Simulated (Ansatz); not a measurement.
Consider PbO₂ in the rutile structure (space group P4_2/mnm, No. 136; a = 4.998 Å, c = 3.411 Å).

Level of theory: Ansatz (an electronic-structure program) PBEsol, spin-orbit coupling left out.

For the base:

| Quantity | Result |
|---|---|
| c/a ratio | 0.683 |
| Volume per atom | 14.20 Å³ |

Modification: a hydrostatic pressure of 15 GPa.

### Question
What happens to the c/a ratio and volume per atom?

### Answer
The c/a ratio goes up by 0.026, from 0.683 to 0.709; the volume per atom drops by 1.26 Å³ to 12.94 Å³.

Load acts through the strain it causes; cell and atoms are relaxed under it. Whether these cells are dynamically stable was not tested. Competing high-pressure phases were not computed. The final runs are not spin-polarised.
